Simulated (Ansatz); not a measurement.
**ZnSnP$_{2}$ in the chalcopyrite structure (space group I-42d, No. 122)**

```cif
data_P4Sn2Zn2
_chemical_formula_sum 'Zn2 Sn2 P4'
_space_group_name_H-M_alt 'P 1'
_space_group_IT_number 1
_cell_length_a 6.90071
_cell_length_b 6.90071
_cell_length_c 6.90071
_cell_angle_alpha 131.926
_cell_angle_beta 131.926
_cell_angle_gamma 70.347
loop_
_space_group_symop_operation_xyz
  'x, y, z'
loop_
_atom_site_label
_atom_site_type_symbol
_atom_site_fract_x
_atom_site_fract_y
_atom_site_fract_z
_atom_site_occupancy
Zn1 Zn 0.75000 0.25000 0.50000 1
Zn2 Zn 0.00000 0.00000 0.00000 1
Sn1 Sn 0.25000 0.75000 0.50000 1
Sn2 Sn 0.50000 0.50000 0.00000 1
P1 P 0.10053 0.12500 0.47553 1
P2 P 0.64947 0.62500 0.52447 1
P3 P 0.37500 0.89947 0.02447 1
P4 P 0.87500 0.35053 0.97553 1
```

Method: PBEsol (Ansatz, an electronic-structure program, PAW, without spin-orbit coupling). k-mesh 8×8×8 (Γ-centred); smearing 0.05 eV (Fermi–Dirac).

```json
{
  "volume_per_atom": "22.28 Å³",
  "density": "4.58 g/cm³",
  "band_gap": "0.80 eV, direct at Γ",
  "electron_mass": "0.070 mₑ along c, 0.065 mₑ across",
  "total_energy": "-2677.873 eV/atom (σ→0; compares only within this code and set-up)"
}
```

Effective masses come from finite differences of ±0.01 Å⁻¹. No phonon test of stability was made.
